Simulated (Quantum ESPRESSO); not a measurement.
Quantum ESPRESSO run on Y₃Mg (P1, 4 atoms in the cell): self-consistent single point.

Method: PBEsol, GBRV 1.5 ultrasoft (PBESOL) pseudopotentials (plane waves; Quantum ESPRESSO 7.5).

The change in words: lattice scaled by 0.98. Reference geometry:
```yaml
crystal:
  lattice:
    - [3.53643, 0.00000, 0.00000]
    - [-1.76822, 3.06264, 0.00000]
    - [0.00000, 0.00000, 11.47128]
  atoms:
    - { symbol: Y, position: [0.00128, 0.00044, 0.49829] }
    - { symbol: Y, position: [0.33598, 0.66296, 0.24771] }
    - { symbol: Y, position: [0.33299, 0.67469, 0.75181] }
    - { symbol: Mg, position: [0.99642, 0.99524, 0.00218] }
```

Reference input (self-consistent single point, DFT, PBEsol, plane waves, GBRV 1.5 ultrasoft (PBESOL) pseudopotentials): ecutwfc = 40 Ry; ecutrho = 320 Ry; occupations = smearing; smearing = fd; degauss = 0.0073499 Ry; potentials = {Y: y_pbesol_v1.4.uspp.F.UPF, Mg: mg_pbesol_v1.4.uspp.F.UPF}; K_POINTS = automatic 6 6 2 0 0 0; conv_thr = 1e-10 Ry; mixing_beta = 0.3. This run's input differs from it in these lines:

```diff
@@ -26,6 +26,6 @@
 ATOMIC_POSITIONS alat
-Y     0.0010550000    0.0003827832    1.6163390754
-Y     0.0045060000    0.5741384286    0.8035082750
-Y    -0.0043610000    0.5843021021    2.4386837823
-Mg   -0.0012010000   -0.0041222806    0.0070843408
+Y     0.0010549999    0.0003827832    1.6163392044
+Y     0.0045059044    0.5741384490    0.8035083391
+Y    -0.0043610973    0.5843021228    2.4386839770
+Mg   -0.0012009993   -0.0041222808    0.0070843414
 K_POINTS automatic
@@ -33,5 +33,5 @@
 CELL_PARAMETERS angstrom
-   3.5364300000     0.0000000000     0.0000000000
-  -1.7682150000     3.0626380000     0.0000000000
-   0.0000000000     0.0000000000    11.4712800000
+   3.4657010000     0.0000000000     0.0000000000
+  -1.7328510000     3.0013850000     0.0000000000
+   0.0000000000     0.0000000000    11.2418540000
```

The program printed (abridged):

```
     Self-consistent Calculation

     iteration #  1     ecut=    40.00 Ry     beta= 0.30

     total energy              =    -402.38590126 Ry
     estimated scf accuracy    <       1.65680177 Ry

     iteration #  2     ecut=    40.00 Ry     beta= 0.30

     total energy              =    -401.97470949 Ry
     estimated scf accuracy    <      21.90924682 Ry

     iteration #  3     ecut=    40.00 Ry     beta= 0.30

     total energy              =    -403.05239107 Ry
     estimated scf accuracy    <       0.17471366 Ry

   [... 14 blocks of this kind left out ...]

     iteration # 18     ecut=    40.00 Ry     beta= 0.30

     total energy              =    -403.07973950 Ry
     estimated scf accuracy    <          1.1E-10 Ry

     iteration # 19     ecut=    40.00 Ry     beta= 0.30
     End of self-consistent calculation

     the Fermi energy is     9.0200 ev

!    total energy              =    -403.07973950 Ry
     estimated scf accuracy    <          6.0E-11 Ry
     smearing contrib. (-TS)   =      -0.01305437 Ry
     internal energy E=F+TS    =    -403.06668513 Ry

     convergence has been achieved in  19 iterations

     Forces acting on atoms (cartesian axes, Ry/au):

     atom    1 type  1   force =    -0.00017197    0.00016424    0.00287347
     atom    2 type  1   force =    -0.00051347    0.00017786   -0.00219663
     atom    3 type  1   force =     0.00052588   -0.00091715    0.00252732
     atom    4 type  2   force =     0.00015956    0.00057505   -0.00320416

     Total force =     0.005618     Total SCF correction =     0.000029

          total   stress  (Ry/bohr**3)                   (kbar)     P=        4.46
   0.00005266   0.00000035   0.00000282            7.75        0.05        0.42
   0.00000035   0.00004405  -0.00000372            0.05        6.48       -0.55
   0.00000282  -0.00000372  -0.00000574            0.42       -0.55       -0.84

   JOB DONE.
```

The run converged in 19 iterations. Against the reference run the free energy goes down by 7.1 meV/atom, the pressure goes from -1.77 to 0.45 GPa and the largest force goes from 0.070 to 0.084 eV/Å.

The starting cell comes from a database of computed structures (which also holds hypothetical and non-ambient phases and stackings), without a prior relaxation at this level. Its atoms were displaced at random from the sites of space group no. 187. For this run, on top of that: lattice scaled by 0.98.

Cost on one core of a shared machine: roughly 3 min.
